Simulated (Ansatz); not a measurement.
Start from C (space group I4/mmm, No. 139; a = 4.3564 Å, c = 2.4989 Å; a model cell, its experimental status unchecked). Axes: x, y, z lie along a, b, c of the conventional cell.

Modification: strain tensor (xx, yy, zz, yz, xz, xy) = (+1.16, −2.02, +1.40, −0.10, +0.78, −0.13) %; the atoms relax in the strained cell.

Levels (all Ansatz, a quantum-chemistry and plane-wave program, PAW): PBEsol (420 eV, no SOC); r2SCAN (500 eV, scalar-relativistic without spin-orbit coupling); HSE06 (420 eV, no spin-orbit coupling).

At the geometry relaxed with PBEsol, these levels gave the following band gaps, in shuffled order: (a) 2.56 eV, (b) 2.19 eV, (c) 3.41 eV.

Task: Match each gap to its level.

Result: (a) r2SCAN; (b) PBEsol; (c) HSE06.

Single points use the geometry relaxed with PBEsol. HSE06 gaps are upper bounds (no full band path). Whether these cells are dynamically stable was not tested. This is not the structure that C has at room temperature and ambient pressure.
